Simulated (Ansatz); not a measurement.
## Effect of pressure 0.7 GPa on hypothetical cubic perovskite CaTiSe3

The parent structure is CaTiSe₃ in the cubic perovskite structure (space group Pm-3m, No. 221; a = 4.991 Å; a hypothetical phase, not in the database extracts checked).

The change: a hydrostatic pressure of 0.7 GPa.

Method: PBE, PAW, 420 eV (Ansatz, an electronic-structure program; without spin-orbit coupling). Γ-centred 9×9×9 mesh, Fermi–Dirac width 0.05 eV.

The density grows by 0.05 g/cm³, from 4.34 g/cm³ to 4.39 g/cm³ and the shortest interatomic distance falls by 0.009 Å, from 2.495 Å to 2.486 Å. The enthalpy H = E + PV relative to the base's energy is +0.11 eV/atom and the band gap remains zero.

Final structure:

```xyz
5
Lattice="4.9722 0.0000 0.0000 0.0000 4.9722 0.0000 0.0000 0.0000 4.9722" Properties=species:S:1:pos:R:3 pbc="T T T"
Ca     0.0000     0.0000     0.0000
Ti     2.4861     2.4861     2.4861
Se     0.0000     2.4861     2.4861
Se     2.4861     2.4861     0.0000
Se     2.4861     0.0000     2.4861
```

Cost of the whole job for the changed cell (relaxation, final SCF and bands): very roughly 40 core-seconds.

Load acts through the strain it causes; cell and atoms are relaxed under it. Stability against distortions was not tested. All final runs are without spin polarisation. Many cubic perovskites are stable only at high temperature; tilts and polar distortions were not tested. CaTiSe3 has a high density of states at the Fermi level and may be magnetic at this level.
